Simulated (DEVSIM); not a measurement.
Structure: TaN/HfO2/n-Si capacitor, at 300 K.

Layer 1 from the left is HfO2, thickness (nm) 4.80. Layer 2 from the left is Si, thickness (nm) 720, Nd (cm⁻³) 3.2e17.

Metal gate on the left, work function 4.4 eV. Fixed charge at the semiconductor interface -5e11 cm⁻² (in units of +e); no interface traps.

Constants are typed, rounded textbook-type inputs, not results; the design itself was drawn at random and stands for no fabricated device. Values at 300 K.

HfO2: gap (eV) 5.7, affinity (eV) 2.5, permittivity 22. Si: gap (eV) 1.124, affinity (eV) 4.05, permittivity 11.7, Nc (cm⁻³) 2.86e19, Nv (cm⁻³) 3.1e19.

DEVSIM, 1D Poisson equation in equilibrium, Boltzmann statistics, complete ionisation; no quantum confinement or tunnelling. Metal contacts follow the ideal Schottky-Mott rule: no Fermi-level pinning, no interface dipoles.

Task: What does the simulation give for the flat-band voltage, the minimum of the low-frequency capacitance, the threshold voltage (band bending 2φF)?

Result: flat-band voltage 0.25 V; minimum of the low-frequency capacitance 0.182 μF/cm²; threshold voltage (band bending 2φF) -0.71 V.
